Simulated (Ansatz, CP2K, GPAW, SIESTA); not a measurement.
# Code comparison for BaIn₄ (I4/mmm, 5 atoms in the cell)

Self-consistent single point.

```
CELL_PARAMETERS angstrom
     -2.57318     2.57318     6.17382
      2.57318    -2.57318     6.17382
      2.57318     2.57318    -6.17382
ATOMIC_POSITIONS crystal
  Ba 0.00000 0.00000 0.00000
  In 0.75000 0.25000 0.50000
  In 0.25000 0.75000 0.50000
  In 0.61779 0.61779 0.00000
  In 0.38221 0.38221 0.00000
```

Shared settings, as Ansatz (an electronic-structure program) writes them: kpoints.mp_grid.grid = 5 5 5; scf.occupations.method = gaussian; scf.occupations.width = 0.02 Ry. Potentials and cutoffs stand in the table.

| code | model | pressure (GPa) | largest force (eV/Å) | cutoff |
|---|---|---|---|---|
| Ansatz | LDA (PW92), PAW files made with PBE | -4.77 | 0.096 | default |
| CP2K | LDA (Pade form), GPW, DZVP-MOLOPT-SR-GTH basis, GTH-PADE potentials (GTH_POTENTIALS) | -4.34 | 0.105 | grid 500 Ry |
| SIESTA | LDA PW92, numerical atomic orbitals DZP, PseudoDojo LDA standard norm-conserving potentials (rewritten from UPF to PSML) | -3.11 | 0.042 | grid 300 Ry |
| GPAW | LDA (Perdew-Wang 92), GPAW PAW datasets LDA (gpaw-data 1.0.1) | -4.94 | 0.101 | 600 eV |

The spread over the programs that give each value: pressure within 1.83 GPa; largest force within 0.063 eV/Å.

CP2K and SIESTA use small atom-centred bases, whose incompleteness enters pressures, forces and empty levels differently from a plane-wave cutoff. Ansatz's pressure is given at a fixed set of plane waves, as the other plane-wave codes print theirs. In the pressure, SIESTA (by 1.74) lies more than 1 GPa from the median of the plane-wave programs.

The starting cell comes from a database of computed structures (which also holds hypothetical and non-ambient phases and stackings), without a prior relaxation at this level. Its lattice was rescaled by a random factor within 2.5 % of one.

Left out of this page: Elk (not drawn, or without a comparable value).

Keys are those of Ansatz 0.2.
